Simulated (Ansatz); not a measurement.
# fcc Au (0 0 1) on zinc-blende AlAs (0 0 1) (film strained to the substrate, started from cuts of the bulks and a machine-learned relaxation; slabs Al6As5 and Au12, which can lie off the formulas)

A periodic stack without vacuum, fcc Au (0 0 1) on zinc-blende AlAs (0 0 1) (film strained to the substrate, started from cuts of the bulks and a machine-learned relaxation; slabs Al6As5 and Au12, which can lie off the formulas): substrate slab Al6As5, film Au12, surface cells [[1, 0], [1, 1]] and [[0, -1], [2, 1]], film strained by -2.6 and -2.6 %, outermost planes Al/Al and Au/Au as cut, which need not be the usual terminations and can put a slab off its formula.

The start was prepared with a machine-learned potential, and the result is one local minimum, with the in-plane cell held and forces under 0.04 eV/Å; the film can end far from its bulk form.

These are PBE (plane waves to 420 eV, PAW; Ansatz, a program for electronic structure) values and carry that method's errors. Scalar-relativistic, without spin–orbit coupling; the runs are not spin-polarised; PBE gaps are too small against experiment. Its k-point mesh 8×8×1, Fermi–Dirac width 0.05 eV.

- interface area = 16.4 Å²
- period = 28.98 Å
- heights between the nearest atoms of the two slabs at the two interfaces = 1.61 and 1.61 Å
- Al–Au contacts across the interfaces within 1.22 times the sum of covalent radii = 8, mean 2.68 Å
- hole barrier (PBE) = 0.58 eV
- electron barrier (PBE) = 0.93 eV

```
CELL_PARAMETERS angstrom
      4.05013     0.00060     0.09403
      0.00058     4.05018    -0.09080
      1.36218     0.68676    29.01397
ATOMIC_POSITIONS crystal
  Al 0.02709 0.86518 0.13361
  Al 0.57782 0.36561 0.03229
  Al 0.92804 0.86316 0.33117
  Al 0.47770 0.36416 0.23234
  Al 0.82810 0.86077 0.53124
  Al 0.37880 0.36210 0.42990
  As 0.05176 0.36557 0.08408
  As 0.95284 0.36364 0.28177
  As 0.50232 0.86461 0.18297
  As 0.85392 0.36137 0.47945
  As 0.40323 0.86259 0.38056
  Au 0.75959 0.85975 0.66910
  Au 0.25924 0.35979 0.66981
  Au 0.30022 0.85994 0.58693
  Au 0.79571 0.35992 0.59606
  Au 0.68478 0.86158 0.81895
  Au 0.18463 0.36145 0.81921
  Au 0.22209 0.86007 0.74438
  Au 0.72221 0.36017 0.74421
  Au 0.60537 0.86584 0.97686
  Au 0.11040 0.36557 0.96705
  Au 0.14739 0.86373 0.89332
  Au 0.64678 0.36353 0.89444
```
